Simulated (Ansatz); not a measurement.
Given:

```
As
1.0
    3.60509     0.00000     0.00000
   -1.80254     3.12210     0.00000
    0.00000     0.00000    17.27314
As
2
Cartesian
  1.80254   1.04070   9.33207
  0.00000   2.08140   7.94107
```

Method: HSE06, rigid bands (plane waves, PAW, scalar-relativistic; Ansatz, a first-principles code). Geometry: cell and atoms relaxed with PBE.

**Question.** Predict the electron conductivity mass (n e² τ/σ) at 300 K, by direction if it differs.

**Answer.** 0.22 mₑ.

**Question.** And the band gap?

**Answer.** 2.24 eV at this level.

Rigid bands, one relaxation time for all states, no polarons. Spin-orbit coupling is left out; where it splits the top of the valence band it changes the hole mass and lowers the gap by about a third of the splitting. Geometry: cell and atoms relaxed with PBE.
